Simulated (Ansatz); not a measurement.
The reference is BeTe in the zinc blende structure (space group F-43m, No. 216; a = 5.604 Å). Axes: x, y, z lie along the cube axes.

Calculations: PBEsol, PAW, 420 eV (Ansatz, a first-principles code; without spin-orbit coupling).

Base values:

The volume per atom is 22.00 Å³.

Modification: compressive biaxial strain of 0.83 % in the plane normal to [111], as in epitaxy on a mismatched substrate; the out-of-plane cell vector and the atoms relax.

Q: How does this affect the in-plane stress and volume per atom?

A: The mean in-plane stress (compression positive) comes out as +1.2 GPa; the volume per atom drops by 0.29 Å³ (22.00 Å³ → 21.71 Å³).

Whether these cells are dynamically stable was not tested.
